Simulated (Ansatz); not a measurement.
Response to strain in WC

Base system: WC (space group P-6m2, No. 187; a = 2.8843 Å, c = 2.8115 Å; relaxed with 0.1 eV smearing). Axes: x lies along a and z along c of the hexagonal cell.

Strains are applied to the cell and any free atomic positions relax.

Level of theory: LDA (Ansatz, a program for electronic structure, PAW, no spin-orbit coupling).

Notes on the quantities. energy relative to the base: free energy F.

```tsv
uniaxial strain ε_zz (%)	energy relative to the base (meV/atom)
-3	30.9
-2.5	21.2
-2	13.4
-1.5	7.5
-1	3.3
-0.5	?
0	0.0
```

Task: Fit ΔE = Aε² + Bε³ (ε in %) to the rows shown and predict the withheld row.

Result: Least squares on the printed values gives A = 3.21 and B = -0.076 meV/atom (largest residual 0.0 meV/atom); this predicts 0.8 meV/atom, and the run gives 0.8 meV/atom, in agreement.

Whether these cells are dynamically stable was not tested. All final runs are without spin polarisation.
